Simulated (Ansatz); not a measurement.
Faces of rock-salt AgCl in 1x1 cells, as slabs relaxed from ideal cuts; for each face the lowest of the symmetric, stoichiometric cuts and spin starts that were computed. The slabs keep the symmetry of their cuts; real faces may buckle, or reconstruct in larger cells. No spin-orbit coupling, no Hubbard U.

All values below come from PBE (plane waves to 420 eV, PAW; Ansatz, a quantum-chemistry and plane-wave program).

```tsv
face	cell area (Å²)	outermost plane spacing of the ideal cut (Å)	γ unrelaxed (J/m²)	γ relaxed (J/m²)	ionisation potential, top face (eV)
(100)	15.74	2.80	0.14	0.13	___
(110)	22.25	1.98	0.31	___	5.69
(211) (6 Ag–Cl bonds broke)	38.55	1.15	0.51	0.15	___
```

**Question.** What belongs in the gaps?

**Answer.** 
- (100), ionisation potential, top face (eV): 5.50
- (110), γ relaxed (J/m²): 0.27
- (211) (6 Ag–Cl bonds broke), ionisation potential, top face (eV): 6.06
